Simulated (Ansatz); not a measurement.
**Be on the Al site in metastable zinc-blende AlN**

Computed with PBE, PAW (plane waves to 420 eV; Ansatz, an electronic-structure program). The supercell holds 64 host sites (2×2×2 repeats of the unit cell), with a 2×2×2 shifted k-point sampling for the final energies. Site at the start: the Al site. Finite-size correction: monopole term and site-potential alignment. Dielectric constants: PBE linear response of the host. Host gap at this level: 3.31 eV. These values are not converged in cell size to better than tenths of an eV. The semilocal functional narrows the gap, so deep levels can fall outside it. Spin–orbit coupling is left out. Each state is the lowest found from its start.

Formation energies E_f are given with the Fermi level at the valence-band maximum. Chemical conditions: N-rich (Δμ(Al) = -2.69 eV, Δμ(Be) = -1.71 eV, bounded by Be3N2 (P6_3/mmc); only phases computed here count, gases as isolated molecules at 0 K). Reference phases: Al: fcc Al, Be: hcp Be.

| charge | moment (μB) | largest move off a lattice site (Å) | image correction with alignment (eV) | E_f, N-rich (eV) |
|---|---|---|---|---|
| +1† | not spin-polarised | 0.18 | -0.02 | – |
| 0 | 1.0 | 0.35 | 0.00 | 2.23 |
| −1 | not spin-polarised | 0.06 | 0.38 | 2.67 |

† Not settled in this cell, so no level is given: charge +1: a level filled in part, carriers not clearly localised, level within 0.1 eV of a band edge or past it.

Transition levels above the valence-band maximum: ε(0/−1) = 0.44 eV. With a charge missing or unsettled, these needn't be thermodynamic levels.

Flagged in the runs: a doubtful potential alignment, a strain field that reaches the edge of the cell.
